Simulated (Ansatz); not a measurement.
Consider ZnS in the zinc blende structure (space group F-43m, No. 216; a = 5.297 Å). Axes: x, y, z lie along the cube axes.

Computed with Ansatz (a quantum-chemistry and plane-wave program) LDA, spin-orbit coupling left out.

Strains are applied to the cell and any free atomic positions relax; under biaxial strain the out-of-plane vector relaxes too.

One change was made to it. Results:

| quantity | base | after |
|---|---|---|
| valence-band top at Γ (three highest levels, from the VBM) | 0.00, 0.00, 0.00 eV | 0.00, 0.00, -0.13 eV |
| pressure (mean of the normal stresses, compression positive) | -0.01 GPa | 1.05 GPa |

**Question.** Which of these changes matches the shifts?
A) biaxial strain −0.50 %, plane normal [001], relaxed out of plane
B) biaxial strain −1.50 %, plane normal [001], relaxed out of plane
C) biaxial strain +1.00 %, plane normal [001], relaxed out of plane
D) biaxial strain +2.50 %, plane normal [001], relaxed out of plane

**Answer.** B, biaxial strain −1.50 %, plane normal [001], relaxed out of plane. For comparison, the valence-band top at Γ in the other runs: biaxial strain +2.50 %, plane normal [001], relaxed out of plane gives 0.00, -0.19, -0.19 eV; biaxial strain +1.00 %, plane normal [001], relaxed out of plane gives 0.00, -0.08, -0.08 eV; biaxial strain −0.50 %, plane normal [001], relaxed out of plane gives 0.00, 0.00, -0.04 eV.

The levels and masses belong to the bands next to the band gap. Stability against distortions was not tested.
